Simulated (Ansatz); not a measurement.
TaRu (P4/mmm, No. 123, 2 atoms in the cell; start mp-1217908), treated with LDA (Ansatz, a quantum-chemistry and plane-wave program, PAW).

Numerical settings: plane-wave cutoff 520 eV, 20×20×14 k mesh (along the axes of the cell as run), Fermi–Dirac smearing 0.05 eV, no spin polarisation, scalar-relativistic PAW data made under PBE.

Cell (relaxed at this level):

```
CELL_PARAMETERS angstrom
      2.12420    -2.12422     0.00000
      2.12420     2.12422     0.00000
      0.00000     0.00000     3.36239
ATOMIC_POSITIONS crystal
  Ta 0.50000 0.50000 0.50000
  Ru 0.00000 0.00000 0.00000
```

Problem. Predict the bulk modulus B0.

Solution. 
* **bulk modulus B0**: 289 GPa

Note: the run has no spin polarisation, so it can have missed a magnetic state; the bulk modulus is −V dP/dV from two relaxed cells at ±2 % in volume; the relaxation could not lower the start's symmetry, so the cell can be a saddle point above a distorted one.

Spin–orbit coupling is not included.

Computed values are for the static lattice.

The result took very roughly 7 core-minutes.

A start named mp-… is a Materials Project structure, which need not be a measured phase.
